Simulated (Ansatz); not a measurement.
Data:

```
W
1.0
   -1.58442     1.60406     1.58442
    1.58442    -1.60406     1.58442
    1.58442     1.60406    -1.58442
W
1
Cartesian
  0.00000   0.00000   0.00000
```

No spin polarisation.

Computed with plane-wave PAW DFT at the r2SCAN level (Ansatz, a quantum-chemistry and plane-wave program, 500 eV), spin-orbit coupling left out. Settings: 29×29×29 k-points, 0.1 eV Fermi–Dirac smearing.

Predict the pressure and band gap.


- Pressure (mean of the normal stresses, compression positive) = -3.8 GPa
- Band gap = zero

The cells carry an imposed strain or load. No phonon test of stability was made. The final runs are not spin-polarised. The cell was made from W in the bcc (W type) structure (space group Im-3m, No. 229) by this change: uniaxial strain ε_yy = +1.24 %.
